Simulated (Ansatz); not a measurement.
The starting structures come from a database of crystals and need not be the phases stable at ambient conditions.

 Where the default PAW files enter, the runs use the earlier of Ansatz's two default sets.

By PBEsol, the system below comes out a metal.

Without scattering a metal conducts by its projected Fermi surface.

Given:

```yaml
crystal:
  lattice:
    - [4.18759, 0.00000, 0.00000]
    - [0.00000, 9.08641, 0.00000]
    - [0.00000, 4.54320, 2.62302]
  atoms:
    - { symbol: Co, position: [0.00000, 0.00000, 0.50000] }
    - { symbol: Co, position: [0.00000, 0.50000, 0.50000] }
    - { symbol: Co, position: [0.00000, 0.50000, 0.00000] }
    - { symbol: Sn, position: [0.50000, 0.33333, 0.00000] }
    - { symbol: Sn, position: [0.50000, 0.66667, 0.00000] }
    - { symbol: Sn, position: [0.00000, 0.00000, 0.00000] }
```

Space group of this cell: P6/mmm. The cell is taken as given; by PBEsol its mean pressure is -2.1 GPa.

The current flows along the normal of the first two printed cell vectors, the (110) plane of the conventional cell. No spin-orbit coupling; the value is a mean over 0.1 eV about the Fermi level.

Task: Give the ballistic conductance per area that PBEsol (Ansatz, a program for electronic structure) yields.

Result: 0.19 × 10¹⁵ S/m² for both spins.
